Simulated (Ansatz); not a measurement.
Checking a run of Ansatz (a first-principles code) on FeAs (C2/c, 4 atoms in the cell). The aim is a self-consistent single point with DFT, PBE, plane waves, default PAW files.

The input file:

Ansatz 0.2 input:
```yaml
# FeAs
crystal:
  lattice:
    - [3.187730, -2.329547, 0.000000]
    - [3.187730, 2.329547, 0.000000]
    - [-1.157030, 0.000000, 6.884607]
  atoms:
    - { symbol: Fe, position: [0.000000, 0.500000, 0.000000], spin: 4.0 }
    - { symbol: Fe, position: [0.500000, 0.000000, 0.500000], spin: 4.0 }
    - { symbol: As, position: [0.581600, 0.418400, 0.250000] }
    - { symbol: As, position: [0.418400, 0.581600, 0.750000] }
basis:
  ecutwfc: 50
kpoints:
  mp_grid:
    grid: [5, 5, 3]
hamiltonian:
  xc: pbe
  pseudopotentials:
    kind: paw
magnetization:
  spin_polarized: true
scf:
  occupations:
    method: fermi_dirac
    width: 0.1
output:
  forces: true
  eigenvalues: true
  stress: true
```

The program printed (abridged):

```
WARN basis.ecutwfc = 50 eV is below the records' recommended cutoff, and the density's cutoff is lower with it unless basis.ecutrho_ratio is high enough to …
WARN ansatz: RAYON_NUM_THREADS=1 ignored (pool sized by the plan → 1); use --threads N
Pseudopotentials: kind: paw
Pseudopotential: Fe, paw, valence charge 16
Pseudopotential: As, paw, valence charge 15
Crystal: 4 atoms, lattice volume = 102.250 Å³
Basis set: ecut = 50 eV, 85 PW (Γ), exchange–correlation on 20×20×36 points (8 copies of the dense FFT grid, shifted against one another)
Bands: 42, of which v1, the nominal top of the filled ones, is band 31 counted from 1 (30 counted from 0)
Symmetry: 4 space group operations
Space group: C2/c (ITA 15), of the structure as read, at distance tolerance 4.7e-5 Å
Magnetic group: BNS 15.85 (UNI 92), of the structure as read, at distance tolerance 4.7e-5 Å
k-points: 24 of 75
Initial density: superposition of atomic densities (chi_scale 0.1, normalization cell)
Starting moments: Σ|m| = 8 μB on 2 of 4 sites
Initial wavefunctions: pseudopotential atomic-orbital guess
Eigensolver: davidson
Functional: x = pbe(κ = 0.804, μ = 0.2195149727645171), c = pbe(β = 0.06672455060314922)
SCF iter   1: F=—  HF=-16918.007939 eV  |F-HF|=—  |Δ(HF+E_count)|=         —  Δρ=1.11e0 (↑1.11e0 ↓8.12e-1)  dr2=2.78e3  dr2_m=4.04e1  M=0.438 μB ∫|m|=0.654 μB  β_m=0.30  ethr=3.10e-3  ⟨swp⟩=1.0  Hψ=3948  notcnv=0
Mixer restart at iter 1: flushing history
all-band conjugate gradients solve this SCF's bands
preconditioner: auto → none
   [... lines left out ...]
SCF iter  19: F=—  HF=-14327.122291 eV  |F-HF|=—  |Δ(HF+E_count)|=  5.17e-10  Δρ=4.02e-7 (↑3.67e-7 ↓4.02e-7)  dr2=1.06e-10  dr2_m=1.17e-10  M=0.000 μB ∫|m|=0.000 μB  β_m=0.87  ethr=1.82e-12  ⟨swp⟩=9.0  Hψ=7985  notcnv=0
SCF iter  20: F=-14327.122291 eV  HF=-14327.122291 eV  |F-HF|=2.18e-11  |Δ(HF+E_count)|=  4.33e-10  Δρ=1.10e-7 (↑7.90e-8 ↓1.10e-7)  dr2=5.65e-12  dr2_m=7.46e-12  M=0.000 μB ∫|m|=0.000 μB  ethr=1.00e-12  ⟨swp⟩=2.0  Hψ=2381  notcnv=0
SCF 1 converged in 20 iterations: F = -14327.122291 eV  dr2 = 5.65e-12
WARN: the starting moments were not kept: the SCF closed with an absolute magnetisation of 6.4e-6 μB, where they sum to 8 μB in size (2 sites) …
   [... lines left out ...]
Absolute magnetization: 0.0000 μB (∫|ρ↑−ρ↓|, with the PAW one-centre terms)
Free energy (F): -14327.122291 eV
Fermi energy:    17.522018 eV
   [... lines left out ...]
--- Stress (GPa, compression-positive) ---
    -5871.246190      -0.000000     -13.943862
       -0.000000   -5900.575318       0.000000
      -13.943862       0.000000   -5837.838054
  P = ⅓ Tr σ = -5869.8865 GPa (-58698.865 kbar)
  The stress holds no Pulay correction (an occupied level lies too near the plane-wave cutoff): it is that at fixed plane waves, as pw.x and ABINIT print it
```

Question: Is this run sound? If not, what is wrong?

Answer: The run is not sound. The fault is this: a cutoff meant in Ry typed as a bare number, read as eV. A bare number is read in the key's own unit, and eV, Ry (13.6 eV) and Ha (27.2 eV) lie far apart, so the setting ends up far from the one that was meant. To fix it, convert the value to the unit that the key expects. The run converged in 20 iterations without an error; against the sound input the free energy rises by 1090 eV/atom, the pressure goes from -11.58 to -5870 GPa, the largest force goes from 0.269 to 12.72 eV/Å and the size of the net moment goes from 1.58 to 0.00 μB/atom.

The sound input it was made from differs as follows (other fixes are possible):
```diff
-basis:
-  ecutwfc: 50
```

With that input, the run converged in 24 iterations: free energy E − TS (on the zero of these files) -18669.9927 eV; Fermi level (on the code's own zero) 7.11 eV; pressure -11.58 GPa; largest force (vector length) 0.269 eV/Å; size of the cell's spin moment 6.31 μB (DFT, PBE, plane waves, default PAW files).

On the sound input: the starting cell was generated: these elements placed on a structure prototype, without a prior relaxation; it need not be a known phase or ordering of this composition. The magnetic order is the one reached from the typed start; others were not searched systematically. The program warned that, by what it read of turns of the moments, another magnetic order lies lower. With a pressure of about -12 GPa the cell is away from its equilibrium volume at this level. Ansatz's pressure includes its estimate of the finite-basis (Pulay) stress.
